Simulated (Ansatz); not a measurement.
**L1₂ (Cu3Au-type) Al₃Sc**

All values below come from PBE-D3(BJ) (Ansatz, a first-principles code, plane waves, PAW).

Run with plane-wave cutoff 520 eV, 14×14×14 k mesh, Fermi–Dirac smearing 0.05 eV, scalar-relativistic PAW data made under PBE.

Cell (relaxed at this level):

```
Al3Sc
1.0
    4.04935     0.00000     0.00000
    0.00000     4.04935     0.00000
    0.00000     0.00000     4.04935
Sc Al
1 3
Direct
  0.00000   0.00000   0.00000
  0.00000   0.50000   0.50000
  0.50000   0.00000   0.50000
  0.50000   0.50000   0.00000
```

```json
{
 "bulk modulus B0": "94.3 GPa",
 "band_gap": "zero (no gap)",
 "pressure derivative B′ of the bulk modulus": "4.1"
}
```

Measured, for comparison: bulk modulus 91.5 ± 1 GPa (298 K, no zero-point or thermal correction, polycrystal; as tabulated in A Combined Experimental and First-Principles Based Assessment of …). Computed (rounded) less measured: bulk modulus +3 %. A static lattice is as a rule a little smaller and stiffer than an uncorrected measurement, which narrows the difference in the bulk modulus and would widen misses of the other sign.
